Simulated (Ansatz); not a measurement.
The parent structure is SnO2 in the rutile structure (space group P4_2/mnm, No. 136).

```
CELL_PARAMETERS angstrom
      4.75991     0.00000     0.00000
      0.00000     4.75991     0.00000
      0.00000     0.00000     3.20075
ATOMIC_POSITIONS crystal
  Sn 0.00000 0.00000 0.00000
  Sn 0.50000 0.50000 0.50000
  O  0.30591 0.30591 0.00000
  O  0.80591 0.19409 0.50000
  O  0.19409 0.80591 0.50000
  O  0.69409 0.69409 0.00000
```

Cartesian axes are those of the cell as printed.

All numbers come from DFT with r2SCAN, PAW potentials and a 500 eV plane-wave cutoff in Ansatz (a first-principles code), no spin-orbit coupling.

Before the change:

The valence-band top at Γ comes out as 0.00, -0.77, -0.77 eV. The electron mass comes out as 0.19 mₑ along c, 0.22 mₑ across (at Γ). The pressure is 0.00 GPa and the shortest interatomic distance comes out as 3.891 bohr.

One thing is altered: uniaxial strain ε_yy = +3.37 %, all other strain components held at zero; the atoms relax in the strained cell.

Task: How does this affect the valence-band top at Γ?

Result: The valence-band top at Γ (three highest levels, from the VBM) goes from 0.00, -0.77, -0.77 eV to 0.00, -0.67, -0.82 eV.

Task: Estimate the effect on the electron mass.

Result: The electron mass changes from 0.19 mₑ along c, 0.22 mₑ across (at Γ) to 0.18 mₑ along z, 0.22 mₑ across (at Γ).

Task: Estimate the effect on the pressure.

Result: The pressure (mean of the normal stresses, compression positive) goes from zero to -5.88 GPa.

Task: What happens to the energy relative to the base?

Result: The energy goes up by 10 meV/atom.

Task: What happens to the shortest interatomic distance?

Result: The shortest interatomic distance rises by 0.034 bohr to 3.925 bohr.

The levels and masses belong to the bands next to the band gap. Effective masses come from finite differences of ±0.01 Å⁻¹. No phonon test of stability was made.
